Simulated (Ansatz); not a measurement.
Si under load (space group Imma), r2SCAN with spin-orbit coupling, rigid bands (Ansatz, a quantum-chemistry and plane-wave program). Condition of this run: uniaxial stress along [110] of 2 GPa (compression positive) (the target of the relaxation). Band gap 0.65 eV, N_c = 2.08e19 cm⁻³ and N_v = 7.67e18 cm⁻³ at 300 K, conductivity masses along x (a = (-0.02, 2.71, 2.73) Å; b = (2.71, -0.02, 2.73) Å; c = (2.69, 2.69, 0.00) Å) of 0.333 mₑ (electrons) and 0.266 mₑ (holes). Take k_BT = 0.02585 eV.

Question: What built-in voltage has an abrupt junction with N_A = 1e16 and N_D = 1e18 cm⁻³, all dopants ionised?

Answer: V_bi = E_g/e − (k_BT/e) ln(N_c N_v/(N_A N_D)) = 0.65 − 0.02585 × 9.68 = 0.40 V, for the computed gap.

Question: Find the intrinsic carrier density and the intrinsic Fermi level.

Answer: n_i = √(N_c N_v) exp(−E_g/2k_BT) = 1.26e19 × exp(−12.57) = 4.4e13 cm⁻³. The level lies (k_BT/2) ln(N_v/N_c) = -13 meV from mid-gap (positive towards the conduction band). Each 0.1 eV added to the gap lowers n_i by a factor of 6.9.

Question: What thermal injection velocity √(2k_BT/πm) limits a ballistic channel along the direction named?

Answer: 9.32e6 cm/s for electrons and 1.04e7 cm/s for holes, a ratio of √(m_h/m_e) = 0.894, for dilute carriers.

Rigid bands with the computed gap; masses take one relaxation time for all states.
